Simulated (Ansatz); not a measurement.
The starting structures come from a database of crystals and need not be the phases stable at ambient conditions.

By PBEsol, the system below comes out a metal.

Input:

```
AuSn4
1.0
    6.49378     0.00000     0.00000
   -3.24689     5.98278     0.00000
    0.00000     0.00000     6.56704
Sn Au
8 2
Direct
  0.79546   0.26200   0.83274
  0.20454   0.73800   0.83274
  0.53346   0.73800   0.16726
  0.46654   0.26200   0.16726
  0.70454   0.73800   0.66726
  0.29546   0.26200   0.66726
  0.96654   0.26200   0.33274
  0.03346   0.73800   0.33274
  0.00000   0.00000   0.00000
  0.50000   0.00000   0.50000
```

The cell is taken as given; by PBEsol it stands under a pressure of -1.6 GPa.

The current flows along the normal of the first two printed cell vectors. No spin-orbit coupling; the value is a mean over 0.1 eV about the Fermi level.

**Question.** Compute, with PBEsol run with Ansatz (a program for electronic structure), the ballistic conductance per area.

**Answer.** 0.53 × 10¹⁵ S/m² for both spins.
